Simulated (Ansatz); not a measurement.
Take AlAs in the wurtzite structure (space group P6_3mc, No. 186; a = 4.003 Å, c = 6.581 Å; a model cell, its experimental status unchecked) as the base.

Modification: a hydrostatic pressure of 30 GPa.

Levels (all Ansatz, a quantum-chemistry and plane-wave program, PAW, earlier PAW set): PBEsol (420 eV, no spin-orbit coupling); HSE06 (420 eV, without spin-orbit coupling).

The geometry is relaxed with PBEsol.

| Item | Result |
|---|---|
| PBEsol lowest conduction level above the VBM at special points | K 1.29 eV; M 1.44 eV; L 1.87 eV; Γ 2.63 eV |

With HSE06 at the same geometry, the lowest conduction level above the VBM at special points changes from K 1.29 eV; M 1.44 eV; L 1.87 eV; Γ 2.63 eV to K 2.02 eV; M 2.19 eV; L 2.67 eV; Γ 3.54 eV.

Single points use the geometry relaxed with PBEsol. HSE06 gaps are upper bounds (no full band path). The levels and masses belong to the bands next to the band gap. Load acts through the strain it causes; cell and atoms are relaxed under it. Whether these cells are dynamically stable was not tested. No other phases were tried under pressure. This is not the structure that AlAs has at room temperature and ambient pressure.
